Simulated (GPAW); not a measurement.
GPAW run on CrClO (P1, 6 atoms in the cell): self-consistent single point.

Method of the run: LDA (Perdew-Wang 92), GPAW PAW datasets LDA (gpaw-data 1.0.1) (plane waves; GPAW).

The change in words: atoms moved at random. Reference geometry:
```xyz
6
Lattice="3.1486 0.0000 0.0000 0.0000 3.8163 0.0000 0.0000 0.0000 7.8491" Properties=species:S:1:pos:R:3 pbc="T T T"
Cr     0.0000     0.0000     0.8323
Cr     1.5743     1.9081     7.0168
Cl     0.0000     1.9081     5.3485
Cl     1.5743     0.0000     2.5006
O      1.5743     0.0000     7.4395
O      0.0000     1.9081     0.4096
```
Moments meant for the start (each program seeds them in its own way; μB, in the order of the atoms Cr Cr Cl Cl O O): 3.0 3.0 0.0 0.0 0.0 0.0.

Reference input (self-consistent single point, DFT LDA (Perdew-Wang 92), plane waves, GPAW PAW datasets LDA (gpaw-data 1.0.1)): spinpol = true; mode = pw; ecut = 900 eV; xc = LDA; kpts = 5 4 2; mesh shift (steps) = 0 0 0; occupations.name = fermi-dirac; occupations.width = 0.01 eV; nbands = -4; convergence.density = 1e-05 e/electron; convergence.energy = 1e-05 eV/electron; convergence.bands = -2. This run's input differs from it in these lines:

```diff
@@ -8,8 +8,8 @@
                     [0.000000, 0.000000, 7.849078]],
-              positions=[[0.000000, 0.000000, 0.832316],
-                         [1.574304, 1.908148, 7.016762],
-                         [0.000000, 1.908148, 5.348519],
-                         [1.574304, 0.000000, 2.500559],
-                         [1.574304, 0.000000, 7.439513],
-                         [0.000000, 1.908148, 0.409565]],
+              positions=[[0.031168, 0.063564, 0.816022],
+                         [1.534846, 1.854620, 6.961128],
+                         [-0.012554, 1.921020, 5.351643],
+                         [1.560580, -0.056786, 2.530621],
+                         [1.603697, 0.027958, 7.500642],
+                         [0.005173, 1.914067, 0.387171]],
               pbc=True)
```

Output (repeated stretches shortened):

```
     iter     time        total  log10-change:  magmom
                         energy   eigst   dens
iter:   1 --:--:--   -48.145900   +0.76           +5.9700
iter:   2 --:--:--   -47.943196   -0.25  -1.07    +5.8575
iter:   3 --:--:--   -46.597753   -0.39  -1.12    +6.0064
iter:   4 --:--:--   -46.510780   -1.05  -1.33    +5.9974
iter:   5 --:--:--   -46.432501   -1.38  -1.39    +5.9968
   [... 2 lines left out ...]
iter:   8 --:--:--   -46.328107   -2.29  -2.01    +5.9998
iter:   9 --:--:--   -46.305619   -1.92  -2.19    +6.0000
iter:  10 --:--:--   -46.301703   -2.78  -2.38    +6.0000
   [... lines left out ...]
iter:  40 --:--:--   -46.302657c  -5.26  -5.06c   +6.0000
iter:  41 --:--:--   -46.302657c  -5.43  -5.40c   +6.0000
iter:  42 --:--:--   -46.302657c  -5.45  -5.59c   +6.0000
iter:  43 --:--:--   -46.302657c  -5.45  -5.58c   +6.0000
iter:  44 --:--:--   -46.302657c  -5.43  -5.57c   +6.0000
   [... 35 lines left out ...]
iter:  80 --:--:--   -46.302657c  -7.19  -7.00c   +6.0000
iter:  81 --:--:--   -46.302657c  -7.25  -6.96c   +6.0000
iter:  82 --:--:--   -46.302657c  -7.34  -6.96c   +6.0000
iter:  83 --:--:--   -46.302657c  -7.36  -6.94c   +6.0000
iter:  84 --:--:--   -46.302657c  -7.40c -6.86c   +6.0000
Converged after 84 iterations.

Dipole moment: (-0.259520, 0.180598, 0.259945) |e|*Ang

Total magnetic moment: (0.000000, 0.000000, 6.000000)
Local magnetic moments:
   0 Cr ( 0.000000,  0.000000,  2.678726)
   1 Cr ( 0.000000,  0.000000,  2.719852)
   2 Cl ( 0.000000,  0.000000,  0.016993)
   3 Cl ( 0.000000,  0.000000,  0.011929)
   4 O  ( 0.000000,  0.000000,  0.001373)
   5 O  ( 0.000000,  0.000000,  0.006761)

Energy contributions relative to reference atoms: (reference = -86147.442127)

Kinetic:        +13.577033
Potential:      -24.285064
External:        +0.000000
XC:             -36.561255
Entropy (-ST):   -0.000000
Local:           +0.966629
SIC:             +0.000000
--------------------------
Free energy:    -46.302657
Extrapolated:   -46.302657

Spin contamination: 0.062394 electrons
Showing only first 2 kpts
   [... lines left out ...]
Fermi level: 5.05056
Gap: 0.321 eV
Direct gap: 0.446 eV
   [... lines left out ...]
  0 Cr   -0.25130   -1.11956    0.95175
  1 Cr    0.60826    1.13577    1.23724
  2 Cl   -0.13237   -0.09312   -0.53001
  3 Cl    0.19047    0.17609   -0.35273
  4 O    -0.34252   -0.61638   -1.01537
  5 O    -0.07255    0.51723   -0.29090

Stress tensor:
     0.003836     0.000101    -0.001580
     0.000101     0.006438     0.008889
    -0.001580     0.008889     0.002705
Stress (GPa, Voigt): [ 0.6146  1.0315  0.4333  1.4241 -0.2531  0.0162]
```

The run converged in 84 iterations. GPAW prints stress with tension positive. Against the reference run the free energy goes up by 29.8 meV/atom, the largest force goes from 0.061 to 1.786 eV/Å, the gap on the mesh goes from 0.468 to 0.321 eV and the size of the net moment stays at 1.00 μB/atom.

At such cutoffs GPAW's stress carries a finite-basis (Pulay) error, which enters relaxed cells too; its log prints stress with tension positive.

The starting cell comes from a database of computed structures (which also holds hypothetical and non-ambient phases and stackings), without a prior relaxation at this level. Its lattice was rescaled by a random factor within 2.5 % of one. For this run, on top of that: atoms moved at random. The magnetic order is the one reached from the typed start; others were not searched systematically. Forces in this geometry exceed 1 eV/Å.

Cost on one core of a shared machine: roughly 6 min.
